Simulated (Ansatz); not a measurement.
L1₂ (Cu3Au-type) Ni3Fe

These are PBE0 (plane waves, PAW; Ansatz, a program for electronic structure) values and carry that method's errors.

Settings: plane-wave cutoff 460 eV, 8×8×8 k mesh, Fermi–Dirac smearing 0.05 eV, spin-polarised with parallel moments, scalar-relativistic PAW data made under PBE.

Cell: measured lattice: a = 3.5450 Å, b = 3.5450 Å, c = 3.5450 Å, α = 90.00°, β = 90.00°, γ = 90.00°.

- magnetic moment (largest site, within a sphere): 3.55 μB

Note: the run warned that the count of filled bands differs between k points; cell and atoms aren't relaxed at this level (pressure 2.1 GPa).

Moments are spin moments.

Computed values are for the static lattice.
